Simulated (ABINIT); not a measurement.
**A short convergence ladder for V (Im-3m, 1 atom in the cell)**

```
CELL_PARAMETERS angstrom
     -1.50743     1.50743     1.50743
      1.50743    -1.50743     1.50743
      1.50743     1.50743    -1.50743
ATOMIC_POSITIONS crystal
  V  0.00000 0.00000 0.00000
```

Base method: PBE, PAW (JTH v2.0 PBE PAW) (plane waves; ABINIT).

Base settings: pseudos = [V.GGA_PBE-JTH.xml]; ecut = 60 Ry; pawecutdg = 120 Ry; pawxcdev = 0; occopt = 7; tsmear = 0.1 eV; ngkpt = 5 5 5; nshiftk = 1; shiftk = 0 0 0; potentials = JTH v2.0 PBE PAW.

The count of work is k-points × plane waves × bands × iterations; it is no time. 

**The cutoff for other potential files**

Level: DFT, PBE, plane waves, norm-conserving pseudopotentials (PseudoDojo nc-sr-05 PBE standard).

In this ladder: pseudos = [V.upf]; pawecutdg = default; pawxcdev = default; potentials = PseudoDojo nc-sr-05 PBE standard.

The second cell is the first with its lattice scaled by 0.98.

The mesh stays at the base's, so the ladder's end is converged at best in this setting alone.

Only quantities that move along the ladder and can be compared are tabulated.

| ecut | free energy less the last step's (meV/atom) | energy of the compressed cell less the first (meV/atom) | pressure (GPa) | count of work / last |
|---|---|---|---|---|
| 38 Ry | 7213.05 | -182.31 | -274.38 | 0.11 |
| 46 Ry | 2453.24 | 31.02 | -132.38 | 0.16 |
| 58 Ry | 333.48 | 12.98 | -31.14 | 0.23 |
| 72 Ry | 10.48 | 24.60 | -2.83 | 0.28 |
| 84 Ry | 0.79 | 24.70 | -1.12 | 0.36 |
| 100 Ry | 0.54 | 24.69 | -1.11 | 0.46 |
| 126 Ry | 0.28 | 24.67 | -1.11 | 0.73 |
| 168 Ry | 0.00 | 24.66 | -1.12 | 1.0 |

Coarsest ecut that holds the pressure within 0.5 GPa of the last step, with all finer ones: 84 Ry, at 0.36 of the last step's count of work; the step before is off by 1.7 GPa.

Coarsest ecut that holds the energy of the compressed cell less the first within 0.2 meV/atom of the last step, with all finer ones: 72 Ry, at 0.28 of the last step's count of work; the step before is off by 12 meV/atom.

Coarsest ecut that holds the free energy within 2 meV/atom of the last step, with all finer ones: 84 Ry, at 0.36 of the last step's count of work; the step before is off by 10 meV/atom.

The energy difference between the two cells stays within 1 meV/atom of the last step's from 72 Ry on, the total only from 84 Ry on: much of the error is common to both cells and cancels.

At the lowest cutoff the pressure lies 273 GPa under the last step's, the usual sign of Pulay stress in an incomplete plane-wave basis.

On the base run: the starting cell has typed, rounded lattice constants, without a prior relaxation at this level. Its lattice was rescaled by up to half a per cent. Spin polarisation is off. Without a gap this mesh is coarse (it stands for a supercell whose shortest vector is 13 Å).
